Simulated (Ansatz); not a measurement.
Here is the system:

```yaml
crystal:
  lattice:
    - [2.54702, 0.00000, 0.00000]
    - [1.27351, 2.20579, 0.00000]
    - [0.00000, 0.00000, 6.60435]
  atoms:
    - { symbol: C, position: [0.00000, 0.00000, 0.25000] }
    - { symbol: C, position: [0.00000, 0.00000, 0.75000] }
    - { symbol: C, position: [0.33333, 0.33333, 0.25000] }
    - { symbol: C, position: [0.66667, 0.66667, 0.75000] }
```

No spin polarisation.

All numbers come from PBEsol-D3(BJ), PAW, 420 eV (Ansatz, a quantum-chemistry and plane-wave program; no spin-orbit coupling). Γ-centred 15×15×5 mesh, Fermi–Dirac width 0.05 eV.

Q: What band gap does the calculation give?

A: Zero.

Q: Estimate the pressure (mean of the normal stresses, compression positive).

A: -26.8 GPa.

Q: Estimate the space group.

A: P6_3/mmc (No. 194).

A case with no gap was solved on a k-mesh chosen for an insulator, which is coarse for it. The cells carry an imposed strain or load. Stability against distortions was not tested. The cell was made from C in the graphite type structure (space group P6_3/mmc, No. 194; layered, stacked along the Cartesian z axis) by this change: biaxial strain +3.61 %, plane normal [001], relaxed out of plane.
